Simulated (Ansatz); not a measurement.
# SnBr4 (P2₁/c, No. 14)

Calculation: HSE06 (PAW; Ansatz, a quantum-chemistry and plane-wave program).

Numerical settings: plane-wave cutoff 500 eV, 2×4×2 k mesh (along the axes of the cell as run), gaussian smearing 0.02 eV, scalar-relativistic PAW data made under PBE.

Cell: relaxed with r²SCAN: a = 10.6191 Å, b = 7.1305 Å, c = 10.7477 Å, α = γ = 90.00°, β = 102.58°.

```yaml
band_gap: 3.87 eV (on the SCF k mesh)
```

Note: cell and atoms aren't relaxed at this level (largest force component 0.13 eV/Å).

Spin–orbit coupling is not included.

Computed values are for the static lattice.
